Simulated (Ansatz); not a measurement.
**TaCo₃ (P6₃/mmc, No. 194, 8 atoms in the cell; start mp-1095124)**

Level of theory: LDA (Ansatz, an electronic-structure program, PAW).

Settings: plane-wave cutoff 520 eV, 12×12×14 k mesh (along the axes of the cell as run), Fermi–Dirac smearing 0.05 eV, no spin polarisation, scalar-relativistic PAW data made under PBE.

Cell (relaxed at this level):

```yaml
crystal:
  lattice:
    - [5.05600, 0.00000, 0.00000]
    - [-2.52800, 4.37862, 0.00000]
    - [0.00000, 0.00000, 4.06074]
  atoms:
    - { symbol: Ta, position: [0.66667, 0.33333, 0.75000] }
    - { symbol: Ta, position: [0.33333, 0.66667, 0.25000] }
    - { symbol: Co, position: [0.15788, 0.31576, 0.75000] }
    - { symbol: Co, position: [0.84212, 0.68424, 0.25000] }
    - { symbol: Co, position: [0.84212, 0.15788, 0.25000] }
    - { symbol: Co, position: [0.15788, 0.84212, 0.75000] }
    - { symbol: Co, position: [0.68424, 0.84212, 0.75000] }
    - { symbol: Co, position: [0.31576, 0.15788, 0.25000] }
```

```yaml
bulk modulus B0: 296 GPa
```

Note: the run has no spin polarisation, so it can have missed a magnetic state; the bulk modulus is −V dP/dV from two relaxed cells at ±2 % in volume; the relaxation could not lower the start's symmetry, so the cell can be a saddle point above a distorted one.

Spin–orbit coupling is not included.

The computed numbers hold no vibrational or temperature effects.

A start named mp-… is a Materials Project structure, which need not be a measured phase.
